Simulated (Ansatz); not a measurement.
**ZrGe2 (model structure, within 0.1 Å of P4/mmm, No. 123, 6 atoms in the cell): properties by level of theory**

```csv
level (code),equilibrium volume per atom (Å³/atom),formation enthalpy (eV/atom)
PBE (Ansatz),?,-0.206
PBEsol (Ansatz),?,-0.236
PBE-D3(BJ) (Ansatz),22.02,-0.204
```

**Question.** Complete the blanks.

**Answer.** 
- PBE (Ansatz, a first-principles code), equilibrium volume per atom (Å³/atom): 22.85
- PBEsol (Ansatz), equilibrium volume per atom (Å³/atom): 21.90

Ansatz's density-functional and Hartree–Fock values are scalar-relativistic unless marked +SOC, with PAW data made under PBE.

Static lattice: no zero-point or thermal effects.

A model structure was made by putting elements into a prototype or built by hand; it is no filed structure, need not be a known phase, and can be a saddle point held by its symmetry.
